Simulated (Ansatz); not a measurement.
## Pressure series in GaS

Take GaS in the beta-GaS type structure (space group P6_3/mmc, No. 194; layered, stacked along the Cartesian z axis) as the base.

```cif
data_Ga4S4
_chemical_formula_sum 'Ga4 S4'
_space_group_name_H-M_alt 'P63/mmc'
_space_group_IT_number 194
_space_group_name_Hall '-P 6c 2c'
_cell_length_a 3.59081
_cell_length_b 3.59081
_cell_length_c 15.44992
_cell_angle_alpha 90.000
_cell_angle_beta 90.000
_cell_angle_gamma 120.000
loop_
_atom_site_label
_atom_site_type_symbol
_atom_site_symmetry_multiplicity
_atom_site_Wyckoff_symbol
_atom_site_fract_x
_atom_site_fract_y
_atom_site_fract_z
_atom_site_occupancy
Ga1 Ga 4 f 0.33333 0.66667 0.17077 1
S1 S 4 f 0.66667 0.33333 0.10034 1
```

Cell and atoms are relaxed at each pressure.

Calculations: PBE-D3(BJ) (Ansatz, a quantum-chemistry and plane-wave program), spin-orbit coupling left out, earlier PAW set.

Candidates:
(a) pressure 75 GPa
(b) pressure −1 GPa
(c) pressure 15 GPa
(d) pressure 3 GPa
(e) pressure 50 GPa

For the base:

The c/a ratio is 4.303.

### Question
Order them by c/a ratio, highest first.

### Answer
(a) pressure 75 GPa (4.557), (b) pressure −1 GPa (4.429), (e) pressure 50 GPa (4.301), (d) pressure 3 GPa (4.191), (c) pressure 15 GPa (4.145)

A case with no gap was solved on a k-mesh chosen for an insulator, which is coarse for it. Load acts through the strain it causes; cell and atoms are relaxed under it. Whether these cells are dynamically stable was not tested. Competing high-pressure phases were not computed. All final runs are without spin polarisation.
